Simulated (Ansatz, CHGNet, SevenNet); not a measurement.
## HfGe (model structure, started from the NbAs type, I4₁md, No. 109, 4 atoms in the cell): properties by level of theory

```tsv
level (code)	lattice parameter a (Å)	lattice parameter c (Å)
CHGNet 0.3.0	3.646	12.306
CHGNet-r²SCAN	3.591	12.379
SevenNet-0	3.625	12.294
SevenNet-l3i5	3.731	11.527
LDA (Ansatz)	3.400	13.433
```

Caveats: the cell has another shape than the first-principles one, perhaps another minimum in the same group (CHGNet 0.3.0, CHGNet-r²SCAN, SevenNet-0, SevenNet-l3i5). Ansatz's density-functional and Hartree–Fock values are scalar-relativistic unless marked +SOC, with PAW data made under PBE.

Computed values are for the static lattice.

A model structure was made by putting elements into a prototype or built by hand; it is no filed structure, need not be a known phase, and can be a saddle point held by its symmetry.

Ansatz is a quantum-chemistry and plane-wave program.
